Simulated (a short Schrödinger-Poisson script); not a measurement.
System: MOS inversion layer, SiO2 on p-type InP, at 300 K.

| layer | material | thickness (nm) | Na (cm⁻³) |
|---|---|---|---|
| 1 | SiO2 | 2.3 | - |
| 2 | InP | 740 | 4.2e17 |

Constants are typed, rounded textbook-type inputs, not results; the design itself was drawn at random and stands for no fabricated device. SiO2: permittivity 3.9, conduction-band edge (eV) 3.48, gap (eV) 9, electron mass (mₑ) 0.5. InP: permittivity 12.5, conduction-band edge (eV) 0, gap (eV) 1.344, Nv at 300 K (cm⁻³) 1.1e19.

Channel valleys (confinement mass, in-plane density-of-states mass, number): Γ 0.08, 0.08, 1. At the gate the conduction-band edge of layer 1 lies 3.85 eV − eVg above the Fermi level of the channel; the field vanishes at the back. Gaps are held at their typed values at every temperature. Mesh 0.03 nm at interfaces.

From a short Schrödinger-Poisson script (our own, NumPy): 1D Poisson equation in equilibrium, electrons quantum, Hartree (BenDaniel-Duke, 12 states a valley, the channel's in-plane mass for all, wave functions ending at the dielectric), parabolic valleys, classical holes, full ionisation, no traps, pinning or gate leakage.

List the lowest subbands of each valley and their electrons at Vg = 2.1 V.


```tsv
valley	subband	energy from the Fermi level (meV)	electrons (cm⁻²)	share (%)
Γ	0	-198.4	6.63e12	93.3
Γ	1	8.4	4.70e11	6.6
Γ	2	146.4	2.99e9	0.0
```

All electrons: 7.10e12 cm⁻². Above a few 1e12 electrons/cm² a light Γ valley is non-parabolic and upper valleys begin to fill, which the model leaves out.
